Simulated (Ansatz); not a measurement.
The reference is V3Si in the A15 (Cr3Si type) structure (space group Pm-3n, No. 223; a = 4.650 Å). Axes: x, y, z lie along the cube axes.

Computed with Ansatz (a program for electronic structure), PBEsol, PAW, cutoff 420 eV, spin-orbit coupling left out, earlier PAW set.

Before the change:

- Pressure: 0.0 GPa
- Shortest interatomic distance: 2.325 Å
- Band gap: zero

Now apply this change: the cell is stretched by 4.13 % along y with no lateral relaxation, atoms relaxed at fixed cell.

Question: Estimate the effect on the pressure.

Answer: The pressure (mean of the normal stresses, compression positive) goes from zero to -7.7 GPa.

Question: What happens to the largest internal atomic displacement?

Answer: The largest internal atomic displacement amounts to 0.043 Å.

Question: Predict the new energy relative to the base.

Answer: The energy grows by 16 meV/atom.

Question: How does this affect the shortest interatomic distance?

Answer: The shortest interatomic distance falls by 0.086 Å, from 2.325 Å to 2.239 Å.

Question: What does the calculation give for the band gap after the change?

Answer: The band gap is still zero.

Without a gap, meshes like the base's 10×10×10 leave anisotropic stresses uncertain by several tenths of a GPa, and small strain energies with them. The cells carry an imposed strain or load. Stability against distortions was not tested. Seeded moments were not kept for the base. All final runs are without spin polarisation.
